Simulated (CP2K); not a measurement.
CP2K is run on Na3Tl (P6_3/mmc, 8 atoms in the cell), and the run fails. The aim is a self-consistent single point with DFT PBEsol, GPW, DZVP-MOLOPT-SR-GTH basis, GTH-PBE potentials (GTH_POTENTIALS).

Cell that was meant: a = 7.0999 Å, b = 7.0999 Å, c = 5.8407 Å, α = 90.00°, β = 90.00°, γ = 120.00°.

Part of the input:

```
    &END KIND
    &KIND Tl
      BASIS_SET DZVP-MOLOPT-SR-GTH-q13
      POTENTIAL GTH-PBE-q3
    &END KIND
  &END SUBSYS
  &PRINT
```

Log, with long lists cut:

```
 GLOBAL| Method name                                                        CP2K
 GLOBAL| Project name                                                       calc
 GLOBAL| Run type                                                   ENERGY_FORCE

 *******************************************************************************
 *   ___                                                                       *
 *  /   \                                                                      *
 * [ABORT]                                                                     *
 *  \___/    Basis-set and pseudo-potential of atomic kind 'Tl' were optimized *
 *    |                   for different valence electron numbers.              *
 *  O/|                                                                        *
 * /| |                                                                        *
 * / \                                                    qs_kind_types.F:2782 *
 *******************************************************************************

 ===== Routine Calling Stack =====

            3 read_qs_kind
            2 create_qs_kind_set
            1 CP2K
Abort(1) on node 0 (rank 0 in comm 0): application called MPI_Abort(MPI_COMM_WORLD, 1) - process 0
```

### Question
From the messages shown, name the fault and mend the input.

### Answer
The fault is a basis and a potential made for different valence counts; here the program stops on it instead of giving results. To fix it, match the valence of basis and potential. The program stopped before any SCF iteration.

An input that runs soundly differs in these lines (not the only fix; some lines may just follow from the change or write a value another way):
```diff
-      POTENTIAL GTH-PBE-q3
+      POTENTIAL GTH-PBE-q13
```

With that input, the run converged in 12 iterations: free energy E − TS -10499.7279 eV; Fermi level (on the code's own zero) 2.89 eV; pressure -0.79 GPa; largest force (vector length) 0.023 eV/Å (DFT PBEsol, GPW, DZVP-MOLOPT-SR-GTH basis, GTH-PBE potentials (GTH_POTENTIALS)).

On the sound input: the starting cell comes from a database of computed structures (which also holds hypothetical and non-ambient phases and stackings), without a prior relaxation at this level. Its lattice was rescaled by a random factor within 2.5 % of one. Values carry the incompleteness of an atom-centred basis. The potentials were made for another functional than the one used.
